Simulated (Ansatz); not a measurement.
For AlN (model structure, started from the BeO type, P4₂/mnm, No. 136, 8 atoms in the cell), LDA (Ansatz, a first-principles code, PAW) gives:

| Property | Result |
|---|---|
| equilibrium lattice constant a | 5.251 Å |
| c axis length | 3.085 Å |
| bulk modulus | 196 GPa |
| cohesive energy | 6.58 eV/atom |
| band gap | 4.00 eV |

What does PBEsol in Ansatz (PAW) give for the same quantities?


- lattice constant a: 5.294 Å (goes up by 0.8 %)
- lattice parameter c: 3.109 Å (goes up by 0.8 %)
- bulk modulus: 187 GPa (falls by 4.6 %)
- cohesive energy: 6.06 eV/atom (drops by 0.52 eV/atom)
- band gap: 3.75 eV (decreases by 0.25 eV)

Changes are worked out from the printed values.

Unless a cell is named, each level is at its own relaxed cell (LDA 10.63, PBEsol 10.89 Å³/atom).

Density-functional gaps are differences of (generalised) Kohn–Sham levels.

Caveats: the bulk modulus is −V dP/dV from two relaxed cells at ±2 % in volume (LDA, PBEsol). Ansatz's density-functional and Hartree–Fock values are scalar-relativistic unless marked +SOC, with PAW data made under PBE.

A model structure was made by putting elements into a prototype or built by hand; it is no filed structure, need not be a known phase, and can be a saddle point held by its symmetry.
